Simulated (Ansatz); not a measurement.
BaAg2GeS4 (space group I-42m, No. 121)

```xyz
8
Lattice="-3.3632 3.3632 4.0252 3.3632 -3.3632 4.0252 3.3632 3.3632 -4.0252" Properties=species:S:1:pos:R:3 pbc="T T T"
Ge     0.0000     0.0000     4.0252
Ag     0.0000     3.3632     2.0126
Ag     3.3632     0.0000     2.0126
S      1.2898     1.2898     2.7532
S      1.2898    -1.2898     5.2972
S      2.0734     2.0734    -1.2720
S     -1.2898     1.2898     5.2972
Ba     0.0000     0.0000     0.0000
```

The values are results of PBEsol (Ansatz, a first-principles code; PAW; 420 eV plane waves; no spin-orbit coupling), not measurements. Settings: 7×7×7 k-points, 0.05 eV Fermi–Dirac smearing.

```json
{
 "volume_per_atom": "22.76 Å³",
 "density": "5.05 g/cm³",
 "band_gap": "0.48 eV, indirect, M → Γ",
 "electron_mass": "0.26 mₑ along c, 0.18 mₑ across",
 "hole_mass": "0.77 mₑ along k, 0.42 mₑ across",
 "total_energy": "-3588.320 eV/atom (σ→0; compares only within this code and set-up)"
}
```

Masses are band curvatures over ±0.01 Å⁻¹ around the edge. Along k means along the line from Γ to the band edge. Semilocal Kohn–Sham gaps tend to fall short of experiment. Stability against distortions was not tested.
